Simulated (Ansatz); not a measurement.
The parent structure is BaS in the rock salt structure (space group Fm-3m, No. 225; a = 6.331 Å).

Method: PBEsol/PAW in Ansatz (an electronic-structure program), no spin-orbit coupling.

Before the change:

```
Quantity                      Result
-------------------  ---------------
Band gap                     2.04 eV
Lattice parameter a         633.1 pm
Gap character        indirect, Γ → X
```

Now apply this change: hydrostatic tension (pressure −1 GPa).

Question: What does the calculation give for the band gap after the change?

Answer: The band gap grows by 0.04 eV, from 2.04 eV to 2.08 eV.

Question: Predict the new lattice parameter a.

Answer: The lattice parameter a grows by 4.9 pm to 638.0 pm.

Question: What does the calculation give for the gap character after the change?

Answer: The gap character is still indirect, Γ → X.

Load acts through the strain it causes; cell and atoms are relaxed under it. Whether these cells are dynamically stable was not tested.
